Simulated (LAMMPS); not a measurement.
MD from the crystal across the composition of Al (fcc) with a share x of Al sites Cu; each row has its own temperature.

All values are model results, not measurements: classical MD, pair style eam/alloy, file AlCu.eam.alloy; code LAMMPS.

```
x                       volume                                state                  enthalpy  T (K)
----  ------------------------  -----------------------------------  ------------------------  -----
0.1     16.984 ± 0.001 Å³/atom  crystal; no diffusion seen in 30 ps  -3.2115 ± 0.0002 eV/atom    680
0.25  16.0179 ± 0.0008 Å³/atom  crystal; no diffusion seen in 30 ps  -3.3017 ± 0.0002 eV/atom    730
0.5     14.613 ± 0.001 Å³/atom  crystal; no diffusion seen in 30 ps  -3.3944 ± 0.0003 eV/atom    800
0.75  13.4749 ± 0.0001 Å³/atom  crystal; no diffusion seen in 30 ps  -3.3868 ± 0.0001 eV/atom    880
0.9   12.8903 ± 0.0004 Å³/atom  crystal; no diffusion seen in 30 ps  -3.3289 ± 0.0001 eV/atom    920
```

Caution: the random arrangement on this lattice is imposed, and need not be a phase that exists in equilibrium.

Caution: a run this short can hold a crystal over, or a liquid under, the potential's own melting point, which these runs don't give.

States go by the mean squared displacement: a species diffuses where it passes 1.5 Å², still rises and gives D over 1e-6 cm²/s; a crystal has left its structure where atoms lie 0.35 Å off their sites on average or a cubic box changes its shape by 3 %, or the axial ratios of another lie 8 % off the starting cell's, which the potential's own relaxation can also do.

The ± values are statistical; the model's systematic error is not in them.
